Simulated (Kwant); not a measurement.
Model: Hückel tight-binding model, one pz orbital an atom, one spin, coherent transport at 0 K (Kwant). Conductance is in e²/h.

Device: π system c1cncnc1 between two chain leads. The π system is taken as planar. Atoms are numbered from 0 in the order of the SMILES. Site energies (eV, carbon 0): [0.0, 0.0, -1.5, 0.0, -1.5, 0.0]. Bonds (i, j, β in eV): (0,1,-3) (1,2,-3) (2,3,-3) (3,4,-3) (4,5,-3) (5,0,-3). Leads: chains of hopping −4.5 eV, joined by −0.9 eV to atoms 1 and 3.

Site energies and bond integrals are typed Hückel values.

Sweep values stay those of the base run.

One input was changed, with this effect: transmission at E = 0 < 1e-12 → 0.00090.

Problem. Which change was it?
A) contacts moved from atoms [1, 3] to [0, 3]
B) contacts moved from atoms [1, 3] to [0, 1]
C) contacts moved from atoms [1, 3] to [1, 5]

Solution. C, contacts moved from atoms [1, 3] to [1, 5]
